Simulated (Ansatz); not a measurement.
An Ansatz (a quantum-chemistry and plane-wave program) input (PBEsol/PAW in Ansatz, spin-orbit coupling left out):

Ansatz 0.2 input:
```yaml
crystal:
  lattice:
    - [0, 3.9322433982, 3.9322433982]
    - [3.9322433982, 0, 3.9322433982]
    - [3.9322433982, 3.9322433982, 0]
  atoms:
    - { symbol: Sr, position: [0, 0, 0] }
    - { symbol: Ba, position: [0.5, 0.5, 0.5] }
    - { symbol: Ti, position: [0.25, 0.25, 0.25] }
    - { symbol: Ti, position: [0.75, 0.75, 0.75] }
    - { symbol: O, position: [0.5, 0, 0] }
    - { symbol: O, position: [0, 0.5, 0.5] }
    - { symbol: O, position: [0, 0, 0.5] }
    - { symbol: O, position: [0.5, 0.5, 0] }
    - { symbol: O, position: [0, 0.5, 0] }
    - { symbol: O, position: [0.5, 0, 0.5] }
basis: { ecutwfc: 420, ecutrho_ratio: 4, xc_grid: 2, fft_grid_basis: typed }
kpoints: { mp_grid: { grid: [7, 7, 7] } }
hamiltonian:
  xc: pbesol
  dispersion: none
  pseudopotentials: { kind: paw }
scf: { occupations: { method: fermi_dirac, width: 0.05 }, convergence: { dr2_threshold: 0.000000001 } }
output: { forces: true, stress: true }
checkpoint: { write: state.ck, write_every: 1000 }
```

Question: Which symmetry and how many k-points will the program report, and about how many plane waves at Γ?

Answer: Space group Fm-3m (ITA 225) with 48 operations, k-points 20 of 343, and 2421 plane waves at Γ.

These are small ordered cells, not random alloys; other orderings at the same x differ. Stability against distortions was not tested. The final runs are not spin-polarised. The cell was made from BaTiO3 by this change: x(Sr) = 0.5, 10 atoms, Fm-3m. Many cubic perovskites are stable only at high temperature; tilts and polar distortions were not tested.
